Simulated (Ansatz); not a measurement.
The starting structures come from a database of crystals and need not be the phases stable at ambient conditions.

```
CELL_PARAMETERS angstrom
      6.19685     0.00000     0.00618
      0.00000     7.42826     0.00000
      2.01675     0.00000     6.01556
ATOMIC_POSITIONS crystal
  Hf 0.25000 0.66339 0.50000
  Hf 0.75000 0.33661 0.50000
  Cl 0.49572 0.39206 0.27300
  Cl 0.50428 0.60794 0.72700
  Cl 0.00428 0.39206 0.72700
  Cl 0.99572 0.60794 0.27300
  Cl 0.97998 0.13762 0.24551
  Cl 0.02002 0.86238 0.75449
  Cl 0.52002 0.13762 0.75449
  Cl 0.47998 0.86238 0.24551
```

Space group of this cell: P2/c. The cell was relaxed by PBE-D3(BJ); by PBEsol its mean pressure is -0.9 GPa.

Transport runs along the normal of the first two printed cell vectors.

The gap is the functional's own. No spin-orbit coupling. Mid-gap values are interpolated on the energy grid.

Q: Give the band gap and the smallest decay constant κ at mid-gap that PBEsol run with Ansatz (a first-principles code) yields.

A: Gap 3.89 eV on a 6×4×6 mesh; κ = 0.387 1/Å, at the zone centre.
